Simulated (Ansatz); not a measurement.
Results of PBE0 (Ansatz, a program for electronic structure, PAW) for SiO2 (I-42d, No. 122; start mp-546794; another space group than a measured phase of this formula).

Numerical settings: plane-wave cutoff 460 eV, 6×6×6 k mesh, Fermi–Dirac smearing 0.01 eV, scalar-relativistic PAW data made under PBE.

The cell is the one relaxed with PBEsol. Conventional cell: a = 4.9835 Å, b = 4.9835 Å, c = 7.3372 Å, α = 90.00°, β = 90.00°, γ = 90.00°.

```xyz
6
Lattice="-2.4918 2.4918 3.6686 2.4918 -2.4918 3.6686 2.4918 2.4918 -3.6686" Properties=species:S:1:pos:R:3 pbc="T T T"
Si     0.0000     0.0000     0.0000
Si     0.0000     2.4918     1.8343
O      0.4790     1.2459     0.9172
O     -1.2459     2.0128     2.7515
O     -0.4790     3.7376     0.9172
O      1.2459     2.9707     2.7515
```

Task: List the 19 lowest band energies at Γ above −25 eV (eV, relative to the valence band maximum), grouping those that round alike.

Result: At Γ: -20.69, -18.55 (×2), -18.48, -9.64, -5.72 (×2), -5.44, -2.68, -2.22, -1.62 (×2), -1.57, -0.74, 0.00 (×2), 8.40, 11.53, 13.39.

Note: cell and atoms aren't relaxed at this level (largest force 0.21 eV/Å, pressure -2.3 GPa).

A start named mp-… is a Materials Project structure, which can be a computed phase never made.
